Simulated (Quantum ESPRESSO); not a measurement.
A user runs Quantum ESPRESSO on ZrTaTe4 (P-3m1, 6 atoms in the cell) and asks whether the run is sound. The aim is a self-consistent single point with DFT, PBEsol, plane waves, GBRV 1.5 ultrasoft (PBESOL) pseudopotentials.

Cell that was meant: a = 3.8950 Å, b = 3.8950 Å, c = 14.7447 Å, α = 90.00°, β = 90.00°, γ = 120.00°.

Part of the input:

```fortran
Te    1.947500015    1.124389658    1.798410327
Te    0.000000000    2.248779316    5.474999776
Te    1.947500015    1.124389658    9.269694224
K_POINTS gamma
```

Log, with long lists cut:

```
     gamma-point specific algorithms are used
     G-vector sticks info
     --------------------
   [... lines left out ...]

     number of k points=     1  Marzari-Vanderbilt smearing, width (Ry)=  0.0073
                       cart. coord. in units 2pi/alat
        k(    1) = (   0.0000000   0.0000000   0.0000000), wk =   2.0000000

     Dense  grid:    63158 G-vectors     FFT dimensions: (  45,  45, 160)

     Smooth grid:    22374 G-vectors     FFT dimensions: (  30,  30, 120)

     Initial potential from superposition of free atoms

     starting charge      48.9962, renormalised to      49.0000

     negative rho (up, down):  1.574E-01 0.000E+00
     Self-consistent Calculation

     iteration #  1     ecut=    40.00 Ry     beta= 0.70

     negative rho (up, down):  1.569E-01 0.000E+00

     total energy              =    -343.20875245 Ry
     estimated scf accuracy    <       2.51005686 Ry

     iteration #  2     ecut=    40.00 Ry     beta= 0.70

     negative rho (up, down):  1.571E-01 0.000E+00

     total energy              =    -336.95929075 Ry
     estimated scf accuracy    <     281.48549526 Ry

     iteration #  3     ecut=    40.00 Ry     beta= 0.70

     negative rho (up, down):  1.572E-01 0.000E+00

     total energy              =    -343.02127585 Ry
     estimated scf accuracy    <      41.39840881 Ry

   [... 38 blocks of this kind left out ...]

     iteration # 42     ecut=    40.00 Ry     beta= 0.70

     negative rho (up, down):  1.587E-01 0.000E+00

     total energy              =    -345.24064643 Ry
     estimated scf accuracy    <          1.1E-09 Ry

     iteration # 43     ecut=    40.00 Ry     beta= 0.70

     negative rho (up, down):  1.587E-01 0.000E+00
     End of self-consistent calculation

     the Fermi energy is     7.6887 ev

!    total energy              =    -345.24064643 Ry
     estimated scf accuracy    <          6.8E-11 Ry
     smearing contrib. (-TS)   =      -0.00205988 Ry
     internal energy E=F+TS    =    -345.23858656 Ry

     convergence has been achieved in  43 iterations

     negative rho (up, down):  1.587E-01 0.000E+00

     Forces acting on atoms (cartesian axes, Ry/au):

     atom    1 type  1   force =     0.00000000    0.00000000    0.00000000
     atom    2 type  2   force =     0.00000000    0.00000000    0.00000000
     atom    3 type  3   force =     0.00000000    0.00000000    0.03576478
     atom    4 type  3   force =     0.00000000    0.00000000   -0.03576478
   [... lines left out ...]
     Total force =     0.095240     Total SCF correction =     0.000025
   [... lines left out ...]

     negative rho (up, down):  1.587E-01 0.000E+00
          total   stress  (Ry/bohr**3)                   (kbar)     P=      132.03
   0.00140402   0.00000000   0.00000000          206.54        0.00        0.00
   0.00000000   0.00140402  -0.00000000            0.00      206.54       -0.00
   0.00000000   0.00000000  -0.00011550            0.00        0.00      -16.99

   JOB DONE.
```

**Question.** Is anything amiss in this input, and did it matter?

**Answer.** The run is not sound. The fault is a single k-point for a small metallic cell. One k-point cannot sample the Fermi surface of a small cell. To fix it, use a converged k-point mesh. The run converged in 43 iterations without an error; against the sound input the free energy goes up by 3.65 eV/atom, the pressure goes from -5.78 to 13.20 GPa and the largest force goes from 0.811 to 1.467 eV/Å.

The sound input it was made from differs as follows (other fixes are possible):
```diff
-K_POINTS gamma
+K_POINTS automatic
+5 5 2  0 0 0
```

With that input, the run converged in 19 iterations: free energy E − TS -4719.1114 eV; Fermi level (on the code's own zero) 7.03 eV; pressure -5.78 GPa; largest force (vector length) 0.811 eV/Å (DFT, PBEsol, plane waves, GBRV 1.5 ultrasoft (PBESOL) pseudopotentials).

On the sound input: the starting cell comes from a database of computed structures (which also holds hypothetical and non-ambient phases and stackings), without a prior relaxation at this level. Its lattice was rescaled by a random factor within 2.5 % of one. Spin polarisation is off; with an odd number of electrons in the cell that forces a metal, and a magnetic state may lie lower. With a pressure of about -6 GPa the cell is away from its equilibrium volume at this level.
